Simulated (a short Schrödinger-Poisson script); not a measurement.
Stack: MOS inversion layer, SiO2 on p-type Si(100), at 300 K.

```csv
layer,material,thickness (nm),Na (cm⁻³)
1,SiO2,2.4,-
2,Si,350,1.5e18
```

The device is made up for the run: typed textbook-type constants, with dimensions and the other settings drawn at random. SiO2: permittivity 3.9, conduction-band edge (eV) 3.15, gap (eV) 9, electron mass (mₑ) 0.5. Si: permittivity 11.7, conduction-band edge (eV) 0, gap (eV) 1.124, Nv at 300 K (cm⁻³) 3.1e19.

Channel valleys (confinement mass, in-plane density-of-states mass, number): Δ2 0.916, 0.19, 2; Δ4 0.19, 0.417, 4. At the gate the conduction-band edge of layer 1 lies 3.52 eV − eVg above the Fermi level of the channel; the field vanishes at the back. Gaps are held at their typed values at every temperature. Mesh 0.03 nm at interfaces.

From a short Schrödinger-Poisson script (our own, NumPy): 1D Poisson equation in equilibrium, electrons classical, Fermi-Dirac, parabolic valleys, classical holes, full ionisation, no traps, pinning or gate leakage.

The same stack at other levels of the model or other numerical settings:

| run | sheet density of all electrons at Vg = 2.3 V (cm⁻²) | sheet density of all electrons at Vg = 1.1 V (cm⁻²) | capacitance at Vg = 2.3 V (μF/cm²) | centroid of the channel electrons at Vg = 2.3 V (nm) | rough cost against the base |
|---|---|---|---|---|---|
| base | 1.14e13 | 1.81e12 | 1.33 | 0.43 | about 1 |
| electrons treated as classical, Boltzmann | 1.20e13 | 1.89e12 | 1.39 | 0.25 | 0.2 |
| electrons treated as quantum, Hartree | 1.00e13 | 9.93e11 | 1.26 | 1.13 | 6 |
| mesh six times as coarse | 1.13e13 | 1.75e12 | 1.32 | 0.51 | 0.3 |

The classical rows ignore confinement, and Boltzmann statistics overrate the density once the band edge passes the Fermi level.
